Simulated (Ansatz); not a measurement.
System: LaGaO₃ (Imma, No. 74, 10 atoms in the cell; start mp-556983; a measured phase of this formula has another space group). Method: PBE0 in Ansatz (PAW).

Numerical settings: plane-wave cutoff 460 eV, 6×6×6 k mesh, Fermi–Dirac smearing 0.01 eV, scalar-relativistic PAW data made under PBE.

Cell (relaxed with PBEsol):

```cif
data_Ga2La2O6
_chemical_formula_sum 'La2 Ga2 O6'
_space_group_name_H-M_alt 'P 1'
_space_group_IT_number 1
_cell_length_a 5.48372
_cell_length_b 5.48372
_cell_length_c 5.48372
_cell_angle_alpha 120.211
_cell_angle_beta 90.312
_cell_angle_gamma 119.431
loop_
_space_group_symop_operation_xyz
  'x, y, z'
loop_
_atom_site_label
_atom_site_type_symbol
_atom_site_fract_x
_atom_site_fract_y
_atom_site_fract_z
_atom_site_occupancy
La1 La 0.75706 0.00706 0.75000 1
La2 La 0.24294 0.99294 0.25000 1
Ga1 Ga 0.00000 0.50000 0.50000 1
Ga2 Ga 0.50000 0.50000 0.00000 1
O1 O 0.20719 0.00000 0.70719 1
O2 O 0.79281 0.00000 0.29281 1
O3 O 0.79281 0.50000 0.79281 1
O4 O 0.20719 0.50000 0.20719 1
O5 O 0.67224 0.42224 0.25000 1
O6 O 0.32776 0.57776 0.75000 1
```

Q: Estimate the band gap and smallest direct gap on the k points sampled that the calculation returns.

A: 
band gap: 5.99 eV (on the SCF k mesh)
smallest direct gap on the k points sampled: 6.11 eV

Note: cell and atoms aren't relaxed at this level (largest force component 0.07 eV/Å, pressure 1.1 GPa).

Spin–orbit coupling is not included.

The computed numbers hold no vibrational or temperature effects.

A start named mp-… is a Materials Project structure, which need not be a measured phase.

Ansatz is a first-principles code.
